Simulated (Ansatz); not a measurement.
Take an 8-atom supercell of GaS in the beta-GaS type structure (space group P6_3/mmc, No. 194; a = 3.591 Å, c = 15.449 Å; layered, stacked along the Cartesian z axis) at its relaxed geometry as the base.

Level of theory: PBE-D3(BJ) in Ansatz (plane waves to 420 eV, PAW, no spin-orbit coupling).

For the base:

| Item | Value |
|---|---|
| Pressure | 0.0 GPa |

The change: one S atom is replaced by W, atoms relaxed at fixed cell, starting from a slightly rattled geometry.

### Question
Estimate the effect on the pressure, largest displacement of a host atom from its site in the perfect cell and shift of the substituted atom off its lattice site.

### Answer
The pressure goes from zero to -3.0 GPa; the largest displacement of a host atom from its site in the perfect cell comes out as 0.73 Å; the shift of the substituted atom off its lattice site comes out as 1.47 Å.

The magnetic state is the one reached from the starting moments; the real material's order can differ, and small cells can't hold many antiferromagnetic ones. In so small a cell the defect repeats every few ångströms: this is an ordered compound, not a dilute defect. The mesh was chosen for an insulator and is coarse for the gapless case. Starting moments died away, wholly or in part, for W on a S site; another magnetic solution may exist. The defect cell is spin-polarised and ends with 0.1 μB. The D3 term's C6 switches between coordination references near this geometry, which can add small steps to energies.

Ansatz is a first-principles code.
